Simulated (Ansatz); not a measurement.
**SbSI (space group Pnma, No. 62)**

SbSI has the orthorhombic space group Pnma (No. 62), Pearson symbol oP12. Conventional cell: a = 8.461 Å, b = 4.036 Å, c = 10.185 Å, α = β = γ = 90.00°. Sb on 4c sees 1 S at 2.498 Å and 2 S at 2.675 Å and 2 I at 3.105 Å (square pyramidal). S on 4c has 1 Sb at 2.498 Å and 2 Sb at 2.675 Å (trigonal pyramidal). I on 4c is coordinated by 2 Sb at 3.105 Å (bent). (Neighbours: up to the widest gap in distance over summed covalent radii, below 1.35, at either atom.)

Level of theory: Ansatz (an electronic-structure program) PBEsol, spin-orbit coupling left out. Γ-centred 3×7×3 mesh, Fermi–Dirac width 0.05 eV.

| Quantity | Result |
|---|---|
| Volume per atom | 28.98 Å³ |
| Density | 5.36 g/cm³ |
| Band gap | 1.55 eV (uncertain: the edges found on the path are not clean extrema) |
| Total energy | -4908.763 eV/atom (σ→0; compares only within this code and set-up) |

With I and Sb present, leaving out spin-orbit coupling can change the band edges. Whether these cells are dynamically stable was not tested.
